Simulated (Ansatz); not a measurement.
The starting structures come from a database of crystals and need not be the phases stable at ambient conditions.

By PBEsol, the system below comes out a metal.

Without scattering a metal conducts by its projected Fermi surface.

```xyz
2
Lattice="3.2184 0.0000 0.0000 0.0000 3.2184 0.0000 0.0000 0.0000 3.2184" Properties=species:S:1:pos:R:3 pbc="T T T"
Sc     1.6092     1.6092     1.6092
Ir     0.0000     0.0000     0.0000
```

The cell is taken as given; by PBEsol it stands under a pressure of -4.7 GPa.

The current flows along the normal of the first two printed cell vectors, the (001) plane of the conventional cell. No spin-orbit coupling; the value is a mean over 0.1 eV about the Fermi level.

**Question.** State the ballistic conductance per area according to PBEsol in Ansatz (an electronic-structure program).

**Answer.** 0.28 × 10¹⁵ S/m² for both spins.
